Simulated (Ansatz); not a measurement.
The starting structures come from a database of crystals and need not be the phases stable at ambient conditions.

By LDA, the system below comes out a metal.

Without scattering a metal conducts by its projected Fermi surface.

Given:

```
Cu
1.0
    3.98010     0.00000     0.00000
    1.86496     3.51612     0.00000
    1.99005     1.19712     0.81946
Cu
1
Direct
  0.00000   0.00000   0.00000
```

Space group of this cell: I4/mmm. The cell is taken as given; by LDA its mean pressure is -7.9 GPa.

The current flows along the normal of the first two printed cell vectors, the (111) plane of the conventional cell. No spin-orbit coupling; the value is a mean over 0.1 eV about the Fermi level.

**Question.** State the ballistic conductance per area according to LDA in Ansatz (an electronic-structure program).

**Answer.** 1.2 × 10¹⁵ S/m² for both spins.
